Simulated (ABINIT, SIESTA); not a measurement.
An ABINIT input for a self-consistent single point of Co2As (P-6m2, 3 atoms in the cell) (DFT, PBEsol, plane waves, norm-conserving pseudopotentials (PseudoDojo nc-sr-04 PBEsol standard)):

```
# Co2As, PseudoDojo nc-sr-04 PBEsol standard
pp_dirpath "./"
pseudos "Co.upf, As.upf"
acell 7.2743611978 7.2743611978 5.1284294639
rprim
         1.0000000000   -0.0000000102    0.0000000000
        -0.4999999911    0.8660254089    0.0000000000
         0.0000000000    0.0000000000    1.0000000000
natom 3
ntypat 2
znucl 27 33
typat 1 1 2
xred
         0.6666666667    0.3333333333    0.0000000000
         0.3333333333    0.6666666667    0.5000000000
         0.0000000000    0.0000000000    0.5000000000
ecut 48
ixc -116133
nsppol 2
spinat
      0 0 3
      0 0 3
      0 0 0
occopt 3
tsmear 0.00367493
nband 36
kptopt 1
ngkpt 7 7 8
nshiftk 1
shiftk 0 0 0
nstep 100
tolvrs 1.0e-11
prtwf 0
prtden 0
enunit 1
```

**Question.** Give the SIESTA input for the same structure, mesh, smearing and functional.

**Answer.** This is the input that was run; spellings and numerical settings could be chosen otherwise.

```
# files in the folder: Co.psml As.psml (PseudoDojo PBEsol standard)
SystemName  Co2As
SystemLabel Co2As

NumberOfAtoms                3
NumberOfSpecies              2
%block ChemicalSpeciesLabel
  1 27 Co
  2 33 As
%endblock ChemicalSpeciesLabel
LatticeConstant              1.0 Bohr
%block LatticeVectors
     7.274360877    0.000000000    0.000000000
    -3.637180439    6.299781871    0.000000000
     0.000000000    0.000000000    5.128429464
%endblock LatticeVectors
AtomicCoordinatesFormat      Bohr
%block AtomicCoordinatesAndAtomicSpecies
     3.637184076    2.099925191    0.000000000  1
    -0.000003637    4.199856681    2.564214732  1
     0.000000000    0.000000000    2.564214732  2
%endblock AtomicCoordinatesAndAtomicSpecies

XC.functional                GGA
XC.authors                   PBEsol
PAO.BasisSize                DZP
PAO.EnergyShift              0.01 Ry
MeshCutoff                   400 Ry
%block kgrid.MonkhorstPack
    7   0   0  0.0
    0   7   0  0.0
    0   0   8  0.0
%endblock kgrid.MonkhorstPack
OccupationFunction           FD
ElectronicTemperature        0.1 eV
Spin                         polarized
%block DM.InitSpin
  1 +3.00
  2 +3.00
  3 +0.00
%endblock DM.InitSpin

MaxSCFIterations             150
SCF.Mixer.Method             Pulay
SCF.Mixer.Weight             0.1
SCF.Mixer.History            8
SCF.DM.Tolerance             1.0E-05
Diag.ParallelOverK           true
WriteForces                  true
Charge.Mulliken              end
```

Basis, cutoffs, solver keys and any potentials are the target program's own. This input uses DFT, GGA PBEsol, numerical atomic orbitals DZP, PseudoDojo PBEsol standard norm-conserving potentials (rewritten from UPF to PSML). Both were run: pressure 1.27 GPa in ABINIT and 7.58 in SIESTA; size of the net moment 0.50 μB/atom in ABINIT and 0.52 in SIESTA.

On SIESTA: the starting cell comes from a database of computed structures (which also holds hypothetical and non-ambient phases and stackings), without a prior relaxation at this level. Its lattice was rescaled by a random factor within 2.5 % of one. The magnetic order is the one reached from the typed start; others were not searched systematically. Values carry the incompleteness of an atom-centred basis. With a pressure of about 8 GPa the cell is away from its equilibrium volume at this level.

On ABINIT: the starting cell comes from a database of computed structures (which also holds hypothetical and non-ambient phases and stackings), without a prior relaxation at this level. Its lattice was rescaled by a random factor within 2.5 % of one. The magnetic order is the one reached from the typed start; others were not searched systematically.
